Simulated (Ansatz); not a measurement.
The starting structures come from a database of crystals and need not be the phases stable at ambient conditions.

Tunnelling through a barrier is set by its complex band structure: the current falls as exp(−2κd) with the smallest κ.

Consider the following.

```yaml
crystal:
  lattice:
    - [5.62565, 0.00000, 0.00000]
    - [0.03656, 7.94603, 0.00000]
    - [0.00000, 0.00000, 5.59986]
  atoms:
    - { symbol: Na, position: [0.23460, 0.50080, 0.25000] }
    - { symbol: Na, position: [0.76540, 0.49920, 0.75000] }
    - { symbol: La, position: [0.24540, 0.99820, 0.25000] }
    - { symbol: La, position: [0.75460, 0.00180, 0.75000] }
    - { symbol: Mg, position: [0.25190, 0.26860, 0.75000] }
    - { symbol: Mg, position: [0.74810, 0.73140, 0.25000] }
    - { symbol: Te, position: [0.74440, 0.25590, 0.25000] }
    - { symbol: Te, position: [0.25560, 0.74410, 0.75000] }
    - { symbol: O, position: [0.81240, 0.00650, 0.25000] }
    - { symbol: O, position: [0.18760, 0.99350, 0.75000] }
    - { symbol: O, position: [0.66480, 0.48620, 0.25000] }
    - { symbol: O, position: [0.33520, 0.51380, 0.75000] }
    - { symbol: O, position: [0.98320, 0.26760, 0.49610] }
    - { symbol: O, position: [0.01680, 0.73240, 0.50390] }
    - { symbol: O, position: [0.01680, 0.73240, 0.99610] }
    - { symbol: O, position: [0.98320, 0.26760, 0.00390] }
    - { symbol: O, position: [0.49590, 0.80320, 0.50880] }
    - { symbol: O, position: [0.50410, 0.19680, 0.49120] }
    - { symbol: O, position: [0.50410, 0.19680, 0.00880] }
    - { symbol: O, position: [0.49590, 0.80320, 0.99120] }
```

Space group of this cell: P2_1/m. The cell is taken as given; by r2SCAN its mean pressure is -4.9 GPa.

Transport runs along the normal of the first two printed cell vectors.

The gap is the functional's own. No spin-orbit coupling. Mid-gap values are interpolated on the energy grid.

Task: Estimate the band gap and the smallest decay constant κ at mid-gap that r2SCAN in Ansatz (a program for electronic structure) returns for this system.

Result: Gap 3.22 eV on a 6×4×6 mesh; κ = 0.309 1/Å, at the zone centre.
